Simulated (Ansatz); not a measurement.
The cell is built on a prototype and need not be the phase stable at ambient conditions.

The decay constant κ of evanescent states in the gap governs leakage through a thin film.

Input:

```yaml
crystal:
  lattice:
    - [3.57175, 0.00000, 0.00000]
    - [0.00000, 7.34157, 0.00000]
    - [0.00000, 3.67078, 3.67078]
  atoms:
    - { symbol: Ca, position: [0.00000, 0.00000, 0.00000] }
    - { symbol: Ca, position: [0.50000, 0.50000, 0.00000] }
    - { symbol: F, position: [0.00000, 0.69290, 0.61420] }
    - { symbol: F, position: [0.50000, 0.19290, 0.00000] }
    - { symbol: F, position: [0.50000, 0.80710, 0.00000] }
    - { symbol: F, position: [0.00000, 0.30710, 0.38580] }
```

Space group of this cell: P4_2/mnm, rutile. The cell was relaxed by PBE-D3(BJ); by r2SCAN its mean pressure is -0.9 GPa.

Transport runs along the normal of the first two printed cell vectors.

The gap is the functional's own. No spin-orbit coupling. Mid-gap values are interpolated on the energy grid.

### Question
Compute, with r2SCAN (Ansatz, a first-principles code), the band gap and the smallest decay constant κ at mid-gap.

### Answer
Gap 7.54 eV on a 8×8×8 mesh; κ = 0.538 1/Å, at the zone centre.
